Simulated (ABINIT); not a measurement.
ABINIT is run on BaMnO₃ (Pm-3m, 5 atoms in the cell), and the run fails. The aim is a self-consistent single point with DFT, PBEsol, plane waves, PAW (JTH v2.0 PBE PAW, files made for PBE).

Cell that was meant: a = 4.0188 Å, b = 4.0188 Å, c = 4.0188 Å, α = 90.00°, β = 90.00°, γ = 90.00°.

Part of the input:

```
      0 0 0
occopt 7
tsmear 0.00499791
nbands 31
kptopt 1
ngkpt 5 5 5
nshiftk 1
```

Log, with long lists cut:

```
                       0  0 -1   0 -1  0   1  0  0       0  0  1   0  1  0  -1  0  0
                       0  0  1   0 -1  0  -1  0  0       0  0 -1   0  1  0   1  0  0
           tolvrs      1.00000000E-10
           tsmear      4.99791000E-03 Hartree
            typat      1  2  3  3  3
           useylm           1
             xred      5.0000000000E-01  5.0000000000E-01  5.0000000000E-01
                       0.0000000000E+00  0.0000000000E+00  0.0000000000E+00
                       5.0000000000E-01  0.0000000000E+00  0.0000000000E+00
                       0.0000000000E+00  5.0000000000E-01  0.0000000000E+00
                       0.0000000000E+00  0.0000000000E+00  5.0000000000E-01
            znucl       56.00000   25.00000    8.00000

 Perdew, Burke & Ernzerhof SOL
 J. P. Perdew, A. Ruzsinszky, G. I. Csonka, O. A. Vydrov, G. E. Scuseria, L. A. Constantin, X. Zhou, and K. Burke, Phys. Rev. Lett. 100, 136406 (2008)
 Perdew, Burke & Ernzerhof SOL
 J. P. Perdew, A. Ruzsinszky, G. I. Csonka, O. A. Vydrov, G. E. Scuseria, L. A. Constantin, X. Zhou, and K. Burke, Phys. Rev. Lett. 100, 136406 (2008)

--- !ERROR
src_file: m_parser.F90
src_line: 3780
mpi_rank: 0
message: |
    Found token: `NBANDS` in the input file.
    This name is not one of the registered input variable names (see https://docs.abinit.org/).
    Action: check your input file. Perhaps you mistyped the input variable,
    or specified "img", although this was not permitted for this input variable.
...

 abinit_abort: decision taken to exit. Check above messages for more info
Abort(13) on node 0 (rank 0 in comm 0): application called MPI_Abort(MPI_COMM_WORLD, 13) - process 0

--- !ERROR
src_file: m_parser.F90
src_line: 3780
mpi_rank: 0
message: |
    Found token: `NBANDS` in the input file.
    This name is not one of the registered input variable names (see https://docs.abinit.org/).
    Action: check your input file. Perhaps you mistyped the input variable,
    or specified "img", although this was not permitted for this input variable.
...
```

Task: From the messages shown, name the fault and mend the input.

Result: The fault is a keyword that the program does not know. The program does not know a key of this name. To fix it, use the program's own name for the key. The program stopped before any SCF iteration.

An input that runs soundly differs in these lines (not the only fix; some lines may just follow from the change or write a value another way):
```diff
-nbands 31
+nband 31
```

With that input, the run converged in 26 iterations: free energy E − TS -4871.81 eV; Fermi level (on the code's own zero) 3.59 eV; pressure -12.80 GPa; size of the cell's spin moment 3.00 μB; site moments (μB, in the program's spheres or projections) Ba 0.00, Mn 2.83, O 0.01, O 0.01, O 0.01 (DFT, PBEsol, plane waves, PAW (JTH v2.0 PBE PAW, files made for PBE)).

On the sound input: the starting cell comes from a database of computed structures (which also holds hypothetical and non-ambient phases and stackings), without a prior relaxation at this level. Its lattice was rescaled by a random factor within 2.5 % of one. With one magnetic atom in the cell only a parallel order is possible. The potentials were made for another functional than the one used. With a pressure of about -13 GPa the cell is away from its equilibrium volume at this level.
